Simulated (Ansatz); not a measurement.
What pressure 22.5 GPa does to TlBr

Consider TlBr in the CsCl type structure (space group Pm-3m, No. 221; a = 3.915 Å).

Perturbation: a hydrostatic pressure of 22.5 GPa.

Computed with PBEsol, PAW, 420 eV (Ansatz, a first-principles code; no spin-orbit coupling). Γ-centred 9×9×9 mesh, Fermi–Dirac width 0.05 eV.

The volume per atom decreases by 8.73 Å³, from 29.99 Å³ to 21.26 Å³ and the density rises by 3.23 g/cm³, from 7.87 g/cm³ to 11.10 g/cm³. The shortest interatomic distance falls by 0.367 Å (3.390 Å → 3.023 Å) and the band gap changes from 1.59 eV to zero.

Final structure:

```
TlBr
1.0
    3.49050     0.00000     0.00000
    0.00000     3.49050     0.00000
    0.00000     0.00000     3.49050
Tl Br
1 1
Cartesian
  0.00000   0.00000   0.00000
  1.74525   1.74525   1.74525
```

Cost of the whole job for the changed cell (relaxation, final SCF and bands): roughly 11 core-seconds.

A case with no gap was solved on a k-mesh chosen for an insulator, which is coarse for it. With Tl present, leaving out spin-orbit coupling can change the band edges. Load acts through the strain it causes; cell and atoms are relaxed under it. No phonon test of stability was made. No other phases were tried under pressure. The final runs are not spin-polarised. The zero or small gap of TlBr under pressure 22.5 GPa can change with the level of theory.
